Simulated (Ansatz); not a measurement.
The starting structures come from a database of crystals and need not be the phases stable at ambient conditions.

The decay constant κ of evanescent states in the gap governs leakage through a thin film.

Input:

```
CELL_PARAMETERS angstrom
      5.13509     0.00000     0.00000
     -1.22032     6.70691     0.00000
     -0.61016     3.35345     3.84073
ATOMIC_POSITIONS crystal
  Rb 0.50000 0.50000 0.00000
  Bi 0.00000 0.00000 0.00000
  F  0.07493 0.79177 0.87138
  F  0.92507 0.20823 0.12862
  F  0.79177 0.66315 0.41178
  F  0.20823 0.33685 0.58822
  F  0.66315 0.07493 0.71684
  F  0.33685 0.92507 0.28316
```

The cell is taken as given; by r2SCAN it stands under a pressure of -1.6 GPa.

Transport runs along the normal of the first two printed cell vectors, the (110) plane of the conventional cell.

The gap is the functional's own, uncorrected, and κ follows it; spin-orbit coupling is left out. Mid-gap means the computed energy nearest the middle.

Q: Give the band gap and the smallest decay constant κ at mid-gap that r2SCAN (Ansatz, a program for electronic structure) yields.

A: Gap 3.58 eV on a 8×8×8 mesh; κ = 0.442 1/Å, at the zone centre.
